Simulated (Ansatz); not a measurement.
Effort and miss along a sweep of basis.ecutwfc: CaAu2Ge2 (I4/mmm, 5 atoms in the cell)

```
CELL_PARAMETERS angstrom
     -2.19595     2.19595     5.07101
      2.19595    -2.19595     5.07101
      2.19595     2.19595    -5.07101
ATOMIC_POSITIONS crystal
  Ca 0.00000 0.00000 0.00000
  Au 0.75000 0.25000 0.50000
  Au 0.25000 0.75000 0.50000
  Ge 0.37900 0.37900 0.00000
  Ge 0.62100 0.62100 0.00000
```

Computed with LDA (PW92), default PAW files made with PBE (plane waves; Ansatz, a quantum-chemistry and plane-wave program).

Base settings: basis.ecutwfc = 30.9 Ry; kpoints.mp_grid.grid = 11 11 11; kpoints.mp_grid.shift = 0.5 0.5 0.5; hamiltonian.xc = lda; hamiltonian.pseudopotentials = {kind: paw} (the program's default PAW files); scf.occupations.method = cold; scf.occupations.width = 0.0037 Ry.

Misses are taken against the tightest run, 61.7 Ry, which need not be fully converged itself. The energy is the free energy per atom.

The count of work is k-points × plane waves × bands × iterations; it is no time, and leaves out set-up, grids and terms that scale otherwise. Core times come from one kind of shared machine and are given to one figure; runs under 30 s give none.

Ansatz's pressure holds its estimate of the finite-basis (Pulay) stress, which hides part of the cutoff error; the uncorrected pressure shows it.

The starting cell comes from a database of published, mostly measured structures (it also holds non-ambient and calculated ones), without a prior relaxation at this level. Its lattice was rescaled by a random factor within 2.5 % of one. Ansatz's pressure includes its estimate of the finite-basis (Pulay) stress.

```csv
basis.ecutwfc,energy less reference (meV/atom),pressure less reference (GPa),largest difference in the force on any atom (eV/Å),uncorrected pressure less reference (GPa),count of work / reference,core time / reference (rough)
12.5 Ry,21316.34,2.72,0.271,-669.97,0.092,–
15.4 Ry,5291.84,-0.72,0.201,-225.60,0.13,–
18.4 Ry,1062.00,-0.79,0.129,-60.85,0.16,–
21.7 Ry,140.23,0.37,0.046,-10.91,0.21,–
24.6 Ry,16.94,0.06,0.014,-1.64,0.22,–
27.9 Ry,2.39,0.02,0.001,-0.09,0.30,0.4
30.9 Ry,1.46,0.01,0.001,-0.02,0.36,0.4
35.6 Ry,0.67,0.00,0.000,-0.02,0.44,0.5
40.1 Ry,0.38,0.00,0.000,0.00,0.53,0.5
46.3 Ry,0.25,0.00,0.000,0.00,0.66,0.6
54 Ry,0.09,0.00,0.000,0.00,0.82,0.8
61.7 Ry,0.00,0.00,0.000,0.00,1.0,1
```

Coarsest setting among those run that, with all tighter ones, holds the energy within 2 meV/atom of the reference: 30.9 Ry, off by 1.5 meV/atom; it needs 0.36 of the reference's count of work and about 0.4 of the reference's time.

Coarsest setting among those run that, with all tighter ones, holds the energy within 1 meV/atom of the reference: 35.6 Ry, off by 0.67 meV/atom; its saving against the reference is no more than about a factor of 2 in time.

The step from 12.5 Ry to 21.7 Ry: it takes the miss in the energy from 21000 to 140 meV/atom, for 2.3 times the count of work.

Keys are those of Ansatz 0.2.
